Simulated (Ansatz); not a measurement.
Adsorption energy and surface dipole of H on the 1x1 (111) surface of fcc Rh, one in a 2x1 cell, started at the site 'bridge Rh-Rh (span 2.7 Å)', worked from the runs' numbers; total energies count from the potentials' own zero.

Calculation: PBE (plane waves to 420 eV, PAW; Ansatz, a quantum-chemistry and plane-wave program).

Slab: 9 atoms, 6.5 Å thick at the start under the adsorbate (thin: gaps and levels are the slab's own); k 6x12x1, smearing 0.1 eV, dipole-corrected; 4 atoms held, the rest relaxed; symmetry of the start imposed; no spin, no spin-orbit, no U, no dispersion correction. At the end it is bonded to 3 Rh. In PBE it is, or lies within 0.03 eV of, the lowest of the starts that converged.

```csv
quantity,value
slab with the adsorbate,-51236.259 eV
"clean slab, same cell and mesh",-51219.846 eV
"reference, ½ H2(g)",-15.872 eV
area of the cell,12.70 Å²
change of the step from the bottom to the top vacuum level,0.070 eV
```

Question: What is the adsorption energy against this reference?

Answer: E(slab + adsorbate) − E(slab) − E(reference) = -0.54 eV, so in this state the adsorbate is more stable than in the reference, at a coverage of 7.87 a nm².
